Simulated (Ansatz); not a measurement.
## A computed series for WSe2: thickness series

Base system: WSe2 in the 2H-MoS2 type structure (space group P6_3/mmc, No. 194; a = 3.300 Å, c = 13.151 Å; layered, stacked along the Cartesian z axis).

Free-standing slabs (3 atom(s) a layer) normal to the stacking axis with 15 Å of vacuum; in-plane cell relaxed.

Calculations: plane-wave PAW DFT at the r2SCAN+rVV10 level (Ansatz, a first-principles code, 500 eV), no spin-orbit coupling.

Notes on the quantities. layer's space group: with vacuum; hole mass: in plane.

| case | layer's space group | gap character | hole mass |
|---|---|---|---|
| 1 layer | P-6m2 (No. 187) | direct at K | (withheld) |
| 2 layers | P-3m1 (No. 164) | (withheld) | (withheld) |
| 3 layers | P-6m2 (No. 187) | indirect, Γ → K–Γ (45 % along) | 0.95 mₑ (at Γ) |
| 4 layers | P-3m1 (No. 164) | indirect, Γ → K–Γ (45 % along) | 0.87 mₑ (at Γ) |

Problem. Complete the table.

Solution. 
- 1 layer, hole mass: 0.42 mₑ (at K)
- 2 layers, gap character: indirect, Γ → K–Γ (47 % along)
- 2 layers, hole mass: 1.2 mₑ (at Γ)

With W present, leaving out spin-orbit coupling can change the band edges. Effective masses come from finite differences of ±0.01 Å⁻¹. Stability against distortions was not tested. k-point labels follow each cell's own Brillouin zone.
